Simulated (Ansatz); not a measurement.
A15 Mo3Si was calculated with RPBE (PAW; Ansatz, an electronic-structure program).

Numerical settings: plane-wave cutoff 520 eV, 12×12×12 k mesh, Fermi–Dirac smearing 0.05 eV, no spin polarisation, scalar-relativistic PAW data made under PBE.

Energies at three volumes about the minimum:

| V (Å³/atom) | E − E_lowest (meV/atom) |
|---|---|
| 14.655 | 4.64 |
| 14.954 | 0.00 |
| 15.253 | 4.30 |

Task: Fit a parabola by hand: where is the minimum, what lattice constant follows, and what is the bulk modulus?

Result: Slopes: (0.00 − 4.64)/(14.954 − 14.655) = -15.518 and (4.30 − 0.00)/(15.253 − 14.954) = 14.381 meV/Å³. Curvature E″ = 2 × (14.381 − (-15.518))/(15.253 − 14.655) = 99.997 meV/Å⁶. From the middle of the first interval, the slope vanishes at V0 = 14.8045 − (-15.518)/99.997 = 14.960 Å³/atom. B = V0 E″ = 14.960 × 99.997 meV/Å³ × 0.1602 GPa per meV/Å³ = 240 GPa. With 8 atoms in the cube, a = (8 × 14.960)^(1/3) = 4.928 Å. The full Birch–Murnaghan fit to all volumes gives V0 = 14.954 Å³/atom and B0 = 239 GPa.

Measured, for comparison: lattice constant a 4.889 Å (temperature not stated, copied from a table, unchecked, no zero-point or thermal correction; as tabulated in Dopovidi Akademii Nauk Ukrains'koi RSR, Seriya A: Fiziko-Tekhnichni ta Matematichni Nauki 1970, 553 (1970)).
